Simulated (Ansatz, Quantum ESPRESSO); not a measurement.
# Ga2Pt (Fm-3m, 3 atoms in the cell) computed with different codes at matched settings

Self-consistent single point.

```xyz
3
Lattice="0.0000 2.9679 2.9679 2.9679 0.0000 2.9679 2.9679 2.9679 0.0000" Properties=species:S:1:pos:R:3 pbc="T T T"
Ga     4.4519     4.4519     4.4519
Ga     1.4840     1.4840     1.4840
Pt     0.0000     0.0000     0.0000
```

Shared settings, as Ansatz (a quantum-chemistry and plane-wave program) writes them: kpoints.mp_grid.grid = 8 8 8; magnetization.spin_orbit = true; scf.occupations.method = gaussian; scf.occupations.width = 0.02 Ry. Potentials and cutoffs stand in the table.

```csv
code,model,pressure (GPa),cutoff
Quantum ESPRESSO,"PBEsol, spin-orbit coupling, PseudoDojo fully relativistic norm-conserving (PBESOL) pseudopotentials",-0.92,85 Ry
Ansatz,"PBEsol with spin-orbit coupling, PAW files made with PBE",-1.40,default
```

The spread over the programs that give each value: pressure within 0.48 GPa.

Ansatz's pressure is given at a fixed set of plane waves, as the other plane-wave codes print theirs; with its correction for the finite basis it is -1.28 GPa.

The starting cell comes from a database of computed structures (which also holds hypothetical and non-ambient phases and stackings), without a prior relaxation at this level.

Left out of this page: Elk, FLEUR and SIESTA (not drawn, or without a comparable value).

Keys are those of Ansatz 0.2.
